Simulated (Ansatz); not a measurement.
**What a tighter setting buys: kpoints.mp_grid.grid, VSn₂ (Fddd, 12 atoms in the cell)**

Cell: a = 10.4454 Å, b = 9.7232 Å, c = 5.4549 Å, α = 81.77°, β = 67.11°, γ = 31.12°.

Method of the run: LDA (PW92), default PAW files made with PBE (plane waves; Ansatz, a program for electronic structure).

Base settings: basis.ecutwfc = 30.9 Ry; kpoints.mp_grid.grid = 6 6 6; hamiltonian.xc = lda; hamiltonian.pseudopotentials = {kind: paw} (the program's default PAW files); scf.occupations.method = cold; scf.occupations.width = 0.0073 Ry.

Misses are taken against the tightest run, 8 8 8, which need not be fully converged itself. The energy is the free energy per atom.

The count of work is k-points × plane waves × bands × iterations; it is no time, and leaves out set-up, grids and terms that scale otherwise. Core times come from one kind of shared machine and are given to one figure; runs under 30 s give none.

The starting cell comes from a database of computed structures (which also holds hypothetical and non-ambient phases and stackings), without a prior relaxation at this level. Spin polarisation is off. In the base run, with a pressure of about -5 GPa the cell is away from its equilibrium volume at this level. Ansatz's pressure includes its estimate of the finite-basis (Pulay) stress.

The runs (kpoints.mp_grid.grid): 1 1 1 | 2 2 2 | 3 3 3 | 4 4 4 | 5 5 5 | 6 6 6 | 7 7 7 | 8 8 8.

Task: Which is the coarsest setting among those run that, with all tighter ones, holds the energy within 20 meV/atom of the reference, and what does it save?

Result: 2 2 2, off by 15 meV/atom; it needs 0.045 of the reference's count of work.

Task: Which is the coarsest setting among those run that, with all tighter ones, holds the energy within 10 meV/atom of the reference, and what does it save?

Result: 3 3 3, off by 2.1 meV/atom; it needs 0.084 of the reference's count of work.

Task: For at most 0.1 times the reference's count of work, which run misses the energy least?

Result: 3 3 3, with a miss of 2.1 meV/atom at a count of 0.084.

Task: What does the step from 1 1 1 to 2 2 2 buy?

Result: It takes the miss in the energy from 110 to 15 meV/atom, for 3.3 times the count of work.

| kpoints.mp_grid.grid | energy less reference (meV/atom) | pressure less reference (GPa) | largest difference in the force on any atom (eV/Å) | count of work / reference | core time / reference (rough) |
|---|---|---|---|---|---|
| 1 1 1 | 114.29 | 0.55 | 2.414 | 0.014 | – |
| 2 2 2 | -15.16 | -0.24 | 0.285 | 0.045 | – |
| 3 3 3 | -2.09 | -0.03 | 0.257 | 0.084 | – |
| 4 4 4 | 2.37 | 0.02 | 0.069 | 0.19 | – |
| 5 5 5 | 1.22 | 0.01 | 0.008 | 0.28 | – |
| 6 6 6 | -1.03 | -0.02 | 0.020 | 0.48 | 0.5 |
| 7 7 7 | -1.22 | -0.02 | 0.017 | 0.67 | 0.7 |
| 8 8 8 | 0.00 | 0.00 | 0.000 | 1.0 | 1 |

Left out of this page: 2 runs of the series outside the window shown, repeating another row's setting, or not comparable; 2 runs of the series stopped by limits of time or memory.

Keys are those of Ansatz 0.2.
